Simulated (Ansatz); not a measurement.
Variants of one calculation on GePt (Pnma, 8 atoms in the cell)

```
CELL_PARAMETERS angstrom
      5.75601     0.00000     0.00000
      0.00000     3.73003     0.00000
      0.00000     0.00000     6.11156
ATOMIC_POSITIONS crystal
  Ge 0.81393 0.75000 0.58801
  Ge 0.18607 0.25000 0.41199
  Ge 0.68607 0.25000 0.08801
  Ge 0.31393 0.75000 0.91199
  Pt 0.00185 0.75000 0.19271
  Pt 0.99815 0.25000 0.80729
  Pt 0.49815 0.25000 0.69271
  Pt 0.50185 0.75000 0.30729
```

Base run A: LDA (PW92), default PAW files made with PBE (Ansatz, a quantum-chemistry and plane-wave program), self-consistent single point.

Its settings: basis.ecutwfc = 420 eV; kpoints.mp_grid.grid = 5 8 5; hamiltonian.xc = lda; hamiltonian.pseudopotentials = {kind: paw} (the program's default PAW files); scf.occupations.method = fermi_dirac; scf.occupations.width = 0.1 eV.

The starting cell comes from a database of computed structures (which also holds hypothetical and non-ambient phases and stackings), without a prior relaxation at this level. Spin polarisation is off. In the base run, with a pressure of about -6 GPa the cell is away from its equilibrium volume at this level. Ansatz's pressure includes its estimate of the finite-basis (Pulay) stress.

ΔF is the free energy per atom less that of run A. 

```tsv
run	change	ΔF (meV/atom)	pressure (GPa)	largest force (eV/Å)
A	base	0.00	-5.67	0.077
B	scf.occupations.width: 0.1 eV → 0.03 eV	4.2	-5.76	0.075
C	scf.convergence.dr2_threshold: default (1e-07 eV) → 1e-05 eV	0.00	-5.67	0.077
D	scf.occupations.width: 0.1 eV → 0.3 eV	-40.5	-4.96	0.056
E	scf.occupations.width: 0.1 eV → 0.5 eV	-131.0	-3.37	0.094
F	scf.mixing.preconditioner: default (the program chose Kerker) → kerker	0.00	-5.67	0.077
G	scf.eigensolver.kind: default (the program chose band_cg) → davidson	0.00	-5.67	0.077
H	scf.mixing.algorithm: default (the program chose MSR1) → broyden; scf.mixing.beta: default → 0.3	0.00	-5.67	0.077
```

Run D against A: The free energy falls by 40.5 meV/atom, the pressure goes from -5.67 to -4.96 GPa and the largest force goes from 0.077 to 0.056 eV/Å.

Run B against A: The free energy rises by 4.2 meV/atom, the pressure hardly changes (-5.67 to -5.76 GPa) and the largest force moves little (0.077 to 0.075 eV/Å).

Run E against A: The free energy falls by 131 meV/atom, the pressure goes from -5.67 to -3.37 GPa and the largest force goes from 0.077 to 0.094 eV/Å.

Keys are those of Ansatz 0.2.
